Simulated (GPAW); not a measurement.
Input and output of a self-consistent single point for ScAg4 (I4/m, 5 atoms in the cell) (GPAW).

Level of theory: PBEsol, GPAW PAW datasets PBEsol (made by gpaw-setup) (plane waves; GPAW 25.7.0).

```
ScAg4
1.0
   -3.30061     3.30061     2.04162
    3.30061    -3.30061     2.04162
    3.30061     3.30061    -2.04162
Sc Ag
1 4
Direct
  0.00000   0.00000   0.00000
  0.19961   0.59963   0.79924
  0.80039   0.40037   0.20076
  0.59963   0.80039   0.40002
  0.40037   0.19961   0.59998
```

Reference input (self-consistent single point, DFT LDA (Perdew-Wang 92), plane waves, GPAW PAW datasets LDA (gpaw-data 1.0.1)): mode = pw; ecut = 850 eV; xc = LDA; kpts = 6 6 6; mesh shift (steps) = 0 0 0; occupations.name = fermi-dirac; occupations.width = 0.1 eV; nbands = -13; convergence.forces = 0.001 eV/Å; symmetry.symmorphic = false; symmetry.tolerance = 0.0005; maxiter = 150. This run's input differs from it in these lines:

```diff
@@ -16,3 +16,3 @@
 calc = GPAW(mode={'name': 'pw', 'ecut': 850},
-            xc='LDA',
+            xc='PBEsol',
             kpts={'size': (6, 6, 6), 'gamma': True},
```

Its files differ too (potentials: GPAW PAW datasets PBEsol (made by gpaw-setup)).

Output (repeated stretches shortened):

```
     iter     time        total  log10-change:
                         energy   eigst   dens  force
iter:   1 --:--:--   -22.481806
iter:   2 --:--:--   -21.729828   -0.71  -1.39
iter:   3 --:--:--   -20.228889   -1.10  -1.44
iter:   4 --:--:--   -20.115158   -2.27  -1.79
iter:   5 --:--:--   -20.020986   -1.99  -1.90
iter:   6 --:--:--   -20.107543   -2.65  -2.27
iter:   7 --:--:--   -19.977805   -2.84  -2.27
iter:   8 --:--:--   -19.976062   -3.61  -2.79
iter:   9 --:--:--   -19.975162c  -3.79  -2.89
iter:  10 --:--:--   -19.974125c  -4.32  -3.22
iter:  11 --:--:--   -19.974080c  -5.33  -3.48
iter:  12 --:--:--   -19.974044c  -6.16  -3.63
iter:  13 --:--:--   -19.974070c  -6.25  -3.75
iter:  14 --:--:--   -19.974071c  -7.25  -3.72
iter:  15 --:--:--   -19.974079c  -5.72  -3.75
iter:  16 --:--:--   -19.974074c  -6.95  -4.20c
iter:  17 --:--:--   -19.974091c  -6.68  -4.30c
iter:  18 --:--:--   -19.974089c  -7.56c -4.63c
iter:  19 --:--:--   -19.974092c  -8.08c -4.63c -3.94c
Converged after 19 iterations.

Dipole moment: (-0.000000, -0.000000, -0.000000) |e|*Ang

Energy contributions relative to reference atoms: (reference = -598879.965936)

Kinetic:        -24.954930
Potential:      +16.963717
External:        +0.000000
XC:             -12.965652
Entropy (-ST):   -0.066183
Local:           +1.015864
SIC:             +0.000000
--------------------------
Free energy:    -20.007183
Extrapolated:   -19.974092

Showing only first 2 kpts
 Kpt  Band  Eigenvalues  Occupancy
  0    37      6.69983    2.00000
  0    38      8.29032    0.16962
  0    39      9.47350    0.00000
  0    40      9.63223    0.00000

  1    37      6.38147    2.00000
  1    38      7.93507    1.52767
  1    39      9.36011    0.00000
  1    40      9.48445    0.00000

Fermi level: 8.05245

No gap
No difference between direct/indirect transitions
Energy (eV): -19.974092

Forces in eV/Ang:
  0 Sc    0.00000    0.00000    0.00000
  1 Ag    0.00008    0.00034    0.00000
  2 Ag   -0.00008   -0.00034    0.00000
  3 Ag   -0.00034    0.00008   -0.00000
  4 Ag    0.00034   -0.00008    0.00000

Stress tensor:
     0.021493     0.000000     0.000000
     0.000000     0.021493     0.000000
     0.000000     0.000000     0.023666
Stress (GPa, Voigt): [3.4436 3.4436 3.7918 0.     0.     0.    ]
```

The run converged in 19 iterations. GPAW prints stress with tension positive. Against the reference run the pressure goes from -7.79 to -3.56 GPa and the largest force goes from 0.005 to 0.000 eV/Å.

The starting cell comes from a database of computed structures (which also holds hypothetical and non-ambient phases and stackings), without a prior relaxation at this level. With a pressure of about -4 GPa the cell is away from its equilibrium volume at this level.

Cost on one core of a shared machine: roughly 3 min.
